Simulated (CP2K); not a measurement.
A self-consistent single point of the (001) slab of Te (cut from a parent of space group no. 152; 3 atoms in the cell) with CP2K.

Method: CP2K 2026.2 with LDA (Pade form), GPW, DZVP-MOLOPT-SR-GTH basis, GTH-PADE potentials (GTH_POTENTIALS).

The change in words: vacuum of 6 angstrom (first run: 14 Å). Reference geometry:
```xyz
3
Lattice="4.4377 0.0000 0.0000 -2.2189 3.8432 0.0000 0.0000 0.0000 17.9336" Properties=species:S:1:pos:R:3 pbc="T T T"
Te    -0.5836     1.0108     8.9668
Te     1.6353     2.8324    10.9336
Te     1.1671     0.0000     7.0000
```

Reference input (self-consistent single point, DFT LDA (Pade form), GPW, DZVP-MOLOPT-SR-GTH basis, GTH-PADE potentials (GTH_POTENTIALS)): CUTOFF = 400 Ry; REL_CUTOFF = 50 Ry; SMEAR/METHOD = FERMI_DIRAC; ELECTRONIC_TEMPERATURE = 232.09 K; KPOINTS/SCHEME = MONKHORST-PACK 3 3 1; XC_FUNCTIONAL = PADE; Te/BASIS_SET = DZVP-MOLOPT-SR-GTH-q6; Te/POTENTIAL = GTH-PADE-q6; METHOD = GPW; EPS_DEFAULT = 1e-10; NGRIDS = 4; SCF_GUESS = ATOMIC. This run's input differs from it in these lines:

```diff
@@ -65,3 +65,3 @@
       B -2.21885000 3.84316100 0.00000000
-      C 0.00000000 0.00000000 17.93359500
+      C 0.00000000 0.00000000 9.93359100
       PERIODIC XYZ
@@ -70,5 +70,5 @@
       SCALED
-      Te       0.00000000     0.26300000     0.50000000
-      Te       0.73700000     0.73700000     0.60967100
-      Te       0.26300000     0.00000000     0.39032900
+      Te       1.00000000     0.26300000     0.50000000
+      Te       0.73700000     0.73700000     0.69799400
+      Te       0.26300000     0.00000000     0.30200600
     &END COORD
```

Output, abridged:

```
 SCF WAVEFUNCTION OPTIMIZATION

  Step     Update method      Time    Convergence         Total energy    Change
     1 NoMix/Diag. 0.40E+00      -     2.15160130       -24.6491750387 -2.46E+01
     2 Broy./Diag. 0.40E+00      -     0.06361300       -24.9736645447 -3.24E-01
     3 Broy./Diag. 0.40E+00      -     0.08824579       -24.8621961953  1.11E-01
     4 Broy./Diag. 0.40E+00      -     0.02346729       -24.7682772309  9.39E-02
     5 Broy./Diag. 0.40E+00      -     0.00888372       -24.6865919308  8.17E-02
     6 Broy./Diag. 0.40E+00      -     0.00184119       -24.6609017898  2.57E-02
   [... 8 lines left out ...]
    15 Broy./Diag. 0.40E+00      -     0.00000382       -24.6442940529  4.69E-05
    16 Broy./Diag. 0.40E+00      -     0.00000446       -24.6442866330  7.42E-06
    17 Broy./Diag. 0.40E+00      -     0.00000220       -24.6442772966  9.34E-06
    18 Broy./Diag. 0.40E+00      -     0.00000083       -24.6442755164  1.78E-06
  *** SCF run converged in    18 steps ***

  Overlap energy of the core charge distribution:               0.00000000075500
  Self energy of the core charge distribution:                -52.98476088970233
  Core Hamiltonian energy:                                     10.38045130340638
  Hartree energy:                                              23.19583781887022
  Exchange-correlation energy:                                 -5.23579027592139
  Electronic entropic energy:                                  -0.00001347379780
  Fermi energy:                                                 0.00575842386479

  Total energy:                                               -24.64427551643865
  Total energy (extrapolated to T->0):                        -24.64426877953975

   [... lines left out ...]

 STRESS| Analytical stress tensor [bar]
 STRESS|                        x                   y                   z
 STRESS|      x       -3.02235072822E+04  -3.63883422374E+02  -9.69237521642E+03
 STRESS|      y       -3.63883422374E+02  -2.98032299011E+04  -5.59586417132E+03
 STRESS|      z       -9.69237521642E+03  -5.59586417132E+03  -3.24762410141E+04
 STRESS| 1/3 Trace                                            -3.08343260658E+04
```

The run converged in 18 iterations. Against the reference run the free energy stays essentially unchanged (within 1 meV/atom), the largest force moves little (0.924 to 0.919 eV/Å) and the gap on the mesh goes from 0.224 to 0.208 eV.

The starting cell has typed, rounded lattice constants, without a prior relaxation at this level. The slab is cut from that crystal, and its faces are unrelaxed. Its lattice was rescaled by up to half a per cent. Spin-orbit coupling is off. Spin polarisation is off, though cut faces can carry moments; a gap of a slab can lie between surface states. Values carry the incompleteness of an atom-centred basis.
